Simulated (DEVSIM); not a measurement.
System: illuminated Ge p-on-n cell, one wavelength, at 300 K.

Layer 1 from the left is Ge, thickness (μm) 0.200, Na (cm⁻³) 6.3e17, τn (s) 4.2e-6, τp (s) 8.5e-8, absorption coefficient (cm⁻¹) 48000. Layer 2 from the left is Ge, thickness (μm) 100, Nd (cm⁻³) 1.6e17, τn (s) 7.7e-6, τp (s) 7.7e-6, absorption coefficient (cm⁻¹) 48000.

Left contact: ohmic, minority electron recombination velocity 90000 cm/s. Right contact: ohmic, minority hole recombination velocity 100 cm/s. Voltage is applied to the left contact. Recombination: SRH at mid-gap, radiative, Auger. Light enters at the left, 3.3e17 photons cm⁻² s⁻¹, one pass, no reflection. Mobility is constant in doping.

This is a model device: material constants are rounded textbook-type values typed into the input, and sizes, dopings and lifetimes were drawn at random. Values at 300 K.

Ge: gap (eV) 0.664, affinity (eV) 4, permittivity 16, Nc (cm⁻³) 1.04e19, Nv (cm⁻³) 6e18, μn (cm²/Vs) 3900, μp (cm²/Vs) 1900, B (cm³/s) 6.4e-14, Cn (cm⁶/s) 1e-31, Cp (cm⁶/s) 1e-31.

DEVSIM, 1D drift-diffusion, Boltzmann statistics, complete ionisation; no tunnelling, impact ionisation, image-force lowering or self-heating.

Dark forward current:

```tsv
|V| (V)	|J| (A/cm²)
0.05	6.221e-5
0.10	0.0004908
0.15	0.003451
0.20	0.02391
0.25	0.1653
0.30	1.139
0.35	7.688
0.40	46.43
0.45	208.2
0.50	702.7
0.55	2046
```

**Question.** Work out the local ideality factor n = ΔV / (kT/q · ln(J2/J1)) between the rows 0.15 and 0.20 V, 0.50 and 0.55 V.

**Answer.** kT/q = 25.85 mV. From 0.15 to 0.20 V: ln(0.02391/0.003451) = 1.936, n = 1.00, near the 1 of diffusion or emission over a barrier. From 0.50 to 0.55 V: ln(2046/702.7) = 1.069, n = 1.81.

**Question.** What current could the absorbed light give at most, and what share is collected?

**Answer.** Σ αd = 481, so qΦ(1 − exp(−Σ αd)) = 52.9 mA/cm². The simulated short-circuit current is 52.46 mA/cm², a share of 0.99.

**Question.** Estimate the open-circuit voltage by superposition: the voltage at which the dark current equals that short-circuit current.

**Answer.** Interpolating ln J in the table gives 0.220 V. The simulation gives 0.220 V, the same within the digits that matter. Superposition holds where collection doesn't change with voltage.

**Question.** Estimate the fill factor from FF0 = (v − ln(v + 0.72))/(v + 1), v = qVoc/(nkT), with n from the dark curve.

**Answer.** The rows about Voc, 0.20 and 0.25 V, give n = 1.00, so v = 8.51 and FF0 = 0.661. The simulation gives 0.659, the same within the digits that matter.
